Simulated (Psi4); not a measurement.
Psi4 1.11, PBE0/def2-svp, scf_type pk: N[SiH2][Ge]([Cl])([Cl])[Cl], 10 atoms. The geometry is a generated start, not checked to be a minimum at this level.

```json
{
  "task": "energy",
  "method": "pbe0",
  "basis": "def2-svp",
  "scf_type": "pk",
  "guess": "auto, which took SAD (default)",
  "diis_max_vecs": "10 (default)",
  "scf_initial_accelerator": "adiis (default)",
  "e_convergence": "1e-06 (default)",
  "d_convergence": "1e-06 (default)",
  "dft_radial_points": "75 (default)",
  "dft_spherical_points": "302 (default)",
  "basis_functions": "138",
  "grid_points": "211794"
}
```

On 4 threads. Build: conda-forge: OpenMP (LLVM), MKL, Libint2. Each setting ran once; only counts and results are compared.

Values of memory tried: 8 GB, 4 GB, 2 GB, 1 GB, 0.5 GB, 0.3 GB.

Q: Which of these memory settings still run, and by which path?

A: It runs down to 0.3 GB, the lowest tried, with the same result. At 8 GB: SCF: PK in core. From 1 GB down: SCF: PK on disk.

```json
[
 {"memory": "8 GB", "path": "SCF: PK in core", "peak memory": "1.6 GiB"},
 {"memory": "4 GB", "path": "SCF: PK in core", "peak memory": "1.1 GiB"},
 {"memory": "2 GB", "path": "SCF: PK in core", "peak memory": "1.2 GiB"},
 {"memory": "1 GB", "path": "SCF: PK on disk", "peak memory": "1.00 GiB"},
 {"memory": "0.5 GB", "path": "SCF: PK on disk", "peak memory": "0.68 GiB"},
 {"memory": "0.3 GB", "path": "SCF: PK on disk", "peak memory": "0.56 GiB"}
]
```

Peak memory is the kernel's count for the largest process, libraries included and scratch files not. The peak passes the setting at 1 GB, 0.5 GB, 0.3 GB: it is no hard cap.
